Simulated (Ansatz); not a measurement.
Defect: interstitial F in monoclinic ZrO2, charge state -1. These are PBE, PAW (plane waves to 420 eV; Ansatz, an electronic-structure program) values and carry that method's errors.

Settings: 96 host sites, the relaxed PBE lattice, the Γ point alone, smearing 0.01 eV, spin-restricted, no image-charge correction. No zero-point or tunnelling terms. The charge state is imposed; whether it is stable for some Fermi level was not computed. Sites that were not tried may lie lower.

Barriers: single points on a 2×2×2 k-point mesh shifted by half a step at the bands' geometries.

Relaxed starting cell (atoms counted from 1):

```yaml
crystal:
  lattice:
    - [10.37868, 0.00000, 0.00000]
    - [0.00000, 10.48354, 0.00000]
    - [-1.80708, 0.00000, 10.60481]
  atoms:
    - { symbol: Zr, position: [0.13914, 0.22923, 0.35295] }
    - { symbol: Zr, position: [0.13897, 0.22835, 0.85602] }
    - { symbol: Zr, position: [0.13540, 0.72870, 0.35564] }
    - { symbol: Zr, position: [0.13920, 0.72791, 0.85565] }
    - { symbol: Zr, position: [0.63702, 0.22419, 0.35971] }
    - { symbol: Zr, position: [0.63591, 0.23040, 0.85469] }
    - { symbol: Zr, position: [0.63937, 0.73045, 0.35421] }
    - { symbol: Zr, position: [0.63657, 0.72698, 0.85768] }
    - { symbol: Zr, position: [0.37019, 0.27859, 0.14730] }
    - { symbol: Zr, position: [0.36317, 0.27409, 0.63693] }
    - { symbol: Zr, position: [0.36280, 0.77278, 0.14382] }
    - { symbol: Zr, position: [0.36104, 0.77091, 0.64514] }
    - { symbol: Zr, position: [0.86102, 0.27323, 0.14540] }
    - { symbol: Zr, position: [0.86267, 0.27240, 0.64627] }
    - { symbol: Zr, position: [0.85933, 0.77051, 0.14523] }
    - { symbol: Zr, position: [0.86312, 0.77160, 0.64657] }
    - { symbol: Zr, position: [0.36613, 0.47865, 0.38793] }
    - { symbol: Zr, position: [0.36254, 0.47172, 0.88888] }
    - { symbol: Zr, position: [0.36120, 0.97699, 0.39394] }
    - { symbol: Zr, position: [0.36189, 0.98002, 0.89506] }
    - { symbol: Zr, position: [0.86014, 0.47746, 0.39490] }
    - { symbol: Zr, position: [0.86342, 0.47863, 0.89653] }
    - { symbol: Zr, position: [0.86292, 0.97913, 0.39586] }
    - { symbol: Zr, position: [0.86232, 0.97815, 0.89688] }
    - { symbol: Zr, position: [0.13848, 0.02363, 0.10584] }
    - { symbol: Zr, position: [0.13823, 0.02269, 0.60505] }
    - { symbol: Zr, position: [0.13916, 0.52334, 0.10656] }
    - { symbol: Zr, position: [0.13818, 0.52177, 0.60313] }
    - { symbol: Zr, position: [0.63795, 0.02323, 0.10657] }
    - { symbol: Zr, position: [0.63745, 0.01934, 0.60670] }
    - { symbol: Zr, position: [0.62673, 0.51827, 0.10381] }
    - { symbol: Zr, position: [0.63805, 0.52298, 0.60546] }
    - { symbol: O, position: [0.03220, 0.08824, 0.42652] }
    - { symbol: O, position: [0.03241, 0.08778, 0.92565] }
    - { symbol: O, position: [0.03066, 0.58747, 0.42639] }
    - { symbol: O, position: [0.03258, 0.58934, 0.92719] }
    - { symbol: O, position: [0.53865, 0.07299, 0.42392] }
    - { symbol: O, position: [0.53172, 0.08935, 0.92414] }
    - { symbol: O, position: [0.53565, 0.58844, 0.42415] }
    - { symbol: O, position: [0.52767, 0.58671, 0.92607] }
    - { symbol: O, position: [0.48658, 0.37504, 0.03867] }
    - { symbol: O, position: [0.46738, 0.41739, 0.56962] }
    - { symbol: O, position: [0.46407, 0.91976, 0.07621] }
    - { symbol: O, position: [0.46626, 0.91176, 0.57687] }
    - { symbol: O, position: [0.96941, 0.41331, 0.07567] }
    - { symbol: O, position: [0.96783, 0.41197, 0.57482] }
    - { symbol: O, position: [0.96641, 0.91298, 0.07550] }
    - { symbol: O, position: [0.96874, 0.91276, 0.57589] }
    - { symbol: O, position: [0.45779, 0.30844, 0.34498] }
    - { symbol: O, position: [0.47088, 0.34379, 0.80527] }
    - { symbol: O, position: [0.46452, 0.83217, 0.32595] }
    - { symbol: O, position: [0.46662, 0.83680, 0.82708] }
    - { symbol: O, position: [0.96549, 0.33738, 0.32457] }
    - { symbol: O, position: [0.96973, 0.33838, 0.82546] }
    - { symbol: O, position: [0.96543, 0.83782, 0.32449] }
    - { symbol: O, position: [0.96842, 0.83766, 0.82574] }
    - { symbol: O, position: [0.03022, 0.16258, 0.17536] }
    - { symbol: O, position: [0.03241, 0.16221, 0.67727] }
    - { symbol: O, position: [0.02749, 0.66238, 0.17511] }
    - { symbol: O, position: [0.03248, 0.66214, 0.67639] }
    - { symbol: O, position: [0.53353, 0.16102, 0.17957] }
    - { symbol: O, position: [0.53304, 0.16294, 0.67074] }
    - { symbol: O, position: [0.54353, 0.68140, 0.16547] }
    - { symbol: O, position: [0.53231, 0.66292, 0.67700] }
    - { symbol: O, position: [0.22488, 0.37239, 0.48550] }
    - { symbol: O, position: [0.22902, 0.37675, 0.98778] }
    - { symbol: O, position: [0.22451, 0.87154, 0.48778] }
    - { symbol: O, position: [0.22504, 0.87345, 0.98727] }
    - { symbol: O, position: [0.72500, 0.37091, 0.48831] }
    - { symbol: O, position: [0.73079, 0.37107, 0.98612] }
    - { symbol: O, position: [0.72753, 0.87005, 0.48916] }
    - { symbol: O, position: [0.72440, 0.87095, 0.98831] }
    - { symbol: O, position: [0.27427, 0.13335, 0.01342] }
    - { symbol: O, position: [0.27496, 0.12684, 0.51011] }
    - { symbol: O, position: [0.27587, 0.63016, 0.01201] }
    - { symbol: O, position: [0.27480, 0.62820, 0.51155] }
    - { symbol: O, position: [0.77352, 0.12818, 0.01430] }
    - { symbol: O, position: [0.77505, 0.12781, 0.51542] }
    - { symbol: O, position: [0.76918, 0.62536, 0.01458] }
    - { symbol: O, position: [0.77590, 0.62753, 0.51518] }
    - { symbol: O, position: [0.27266, 0.11912, 0.26131] }
    - { symbol: O, position: [0.27515, 0.12246, 0.76186] }
    - { symbol: O, position: [0.26537, 0.62731, 0.26307] }
    - { symbol: O, position: [0.27379, 0.62070, 0.76060] }
    - { symbol: O, position: [0.77575, 0.12186, 0.26402] }
    - { symbol: O, position: [0.77352, 0.12285, 0.76541] }
    - { symbol: O, position: [0.77405, 0.62044, 0.26506] }
    - { symbol: O, position: [0.77441, 0.62288, 0.76519] }
    - { symbol: O, position: [0.21923, 0.37561, 0.23685] }
    - { symbol: O, position: [0.22556, 0.37645, 0.73526] }
    - { symbol: O, position: [0.22447, 0.87916, 0.23705] }
    - { symbol: O, position: [0.22533, 0.87844, 0.73760] }
    - { symbol: O, position: [0.72039, 0.37720, 0.23765] }
    - { symbol: O, position: [0.72745, 0.37983, 0.73716] }
    - { symbol: O, position: [0.72552, 0.88091, 0.23899] }
    - { symbol: O, position: [0.72577, 0.87787, 0.73947] }
    - { symbol: F, position: [0.43059, 0.48405, 0.20633] }
```
Cell charge -1.

End state 1 differs by these moves (Å; atoms that move under 0.08 Å are left out):

```json
[
 {"atom": "7", "element": "Zr", "Δx": "-0.10", "Δy": "-0.09", "Δz": "0.00"},
 {"atom": "9", "element": "Zr", "Δx": "-0.10", "Δy": "-0.09", "Δz": "0.00"},
 {"atom": "17", "element": "Zr", "Δx": "0.06", "Δy": "0.04", "Δz": "0.10"},
 {"atom": "18", "element": "Zr", "Δx": "-0.02", "Δy": "0.06", "Δz": "0.07"},
 {"atom": "31", "element": "Zr", "Δx": "0.06", "Δy": "0.04", "Δz": "0.10"},
 {"atom": "32", "element": "Zr", "Δx": "-0.02", "Δy": "0.06", "Δz": "0.07"},
 {"atom": "37", "element": "O", "Δx": "-0.03", "Δy": "0.08", "Δz": "0.01"},
 {"atom": "39", "element": "O", "Δx": "-0.30", "Δy": "0.39", "Δz": "0.41"},
 {"atom": "41", "element": "O", "Δx": "-0.30", "Δy": "0.39", "Δz": "0.41"},
 {"atom": "43", "element": "O", "Δx": "-0.03", "Δy": "0.08", "Δz": "0.01"},
 {"atom": "49", "element": "O", "Δx": "0.00", "Δy": "0.11", "Δz": "-0.10"},
 {"atom": "50", "element": "O", "Δx": "-0.07", "Δy": "-0.07", "Δz": "0.20"},
 {"atom": "51", "element": "O", "Δx": "0.03", "Δy": "0.08", "Δz": "-0.05"},
 {"atom": "61", "element": "O", "Δx": "0.03", "Δy": "0.08", "Δz": "-0.05"},
 {"atom": "63", "element": "O", "Δx": "0.00", "Δy": "0.11", "Δz": "-0.10"},
 {"atom": "64", "element": "O", "Δx": "-0.07", "Δy": "-0.07", "Δz": "0.20"},
 {"atom": "83", "element": "O", "Δx": "0.15", "Δy": "-0.04", "Δz": "0.00"},
 {"atom": "87", "element": "O", "Δx": "0.07", "Δy": "0.05", "Δz": "-0.01"},
 {"atom": "89", "element": "O", "Δx": "0.07", "Δy": "0.05", "Δz": "-0.01"},
 {"atom": "93", "element": "O", "Δx": "0.15", "Δy": "-0.04", "Δz": "0.00"},
 {"atom": "97", "element": "F", "Δx": "1.28", "Δy": "0.34", "Δz": "0.94"}
]
```

### Question
What forward and backward barriers to end state 1 does PBE, PAW give?

### Answer
forward 0.15 eV, backward 0.15 eV; at the saddle point atom 97 has neighbours 4 O at 2.38, O at 2.71, O at 2.72; 2 Zr at 2.16 Å. The saddle point's order was not checked, and it lies on a symmetry element of the cell, where a band can be held.

End state 2 differs by these moves (Å; atoms that move under 0.08 Å are left out):

| atom | element | Δx | Δy | Δz |
|---|---|---|---|---|
| 6 | Zr | -0.04 | -0.01 | 0.09 |
| 9 | Zr | 0.03 | -0.10 | 0.00 |
| 10 | Zr | -0.03 | -0.01 | 0.09 |
| 18 | Zr | -0.03 | 0.09 | 0.08 |
| 29 | Zr | -0.08 | 0.06 | -0.03 |
| 30 | Zr | -0.02 | 0.05 | 0.08 |
| 31 | Zr | 0.10 | 0.05 | 0.04 |
| 37 | O | -0.14 | 0.22 | 0.23 |
| 38 | O | 0.14 | -0.32 | -0.19 |
| 40 | O | 0.08 | -0.04 | -0.01 |
| 41 | O | -0.40 | 0.59 | 0.50 |
| 43 | O | 0.03 | -0.09 | -0.05 |
| 49 | O | 0.19 | 0.30 | -0.21 |
| 50 | O | -0.11 | -0.05 | 0.23 |
| 51 | O | 0.04 | 0.08 | 0.01 |
| 52 | O | -0.05 | -0.14 | 0.00 |
| 61 | O | -0.27 | -0.37 | 0.35 |
| 62 | O | -0.02 | 0.05 | 0.11 |
| 63 | O | -0.10 | -0.12 | 0.10 |
| 70 | O | 0.04 | 0.07 | 0.02 |
| 73 | O | 0.06 | -0.06 | 0.00 |
| 79 | O | 0.07 | 0.04 | -0.01 |
| 83 | O | 0.11 | -0.06 | 0.00 |
| 89 | O | 0.12 | 0.00 | 0.00 |
| 97 | F | 1.73 | -2.62 | -1.71 |

### Question
What is the computed forward and backward barriers to end state 2 (PBE, PAW)?

### Answer
forward 1.19 eV, backward 1.19 eV; at the saddle point atom 97 has neighbours O at 2.25, O at 2.37, O at 2.40, O at 2.42, O at 2.49, O at 2.70, O at 2.85; Zr at 2.25, Zr at 2.28, Zr at 2.38, Zr at 2.90 Å. The saddle point's order was not checked.
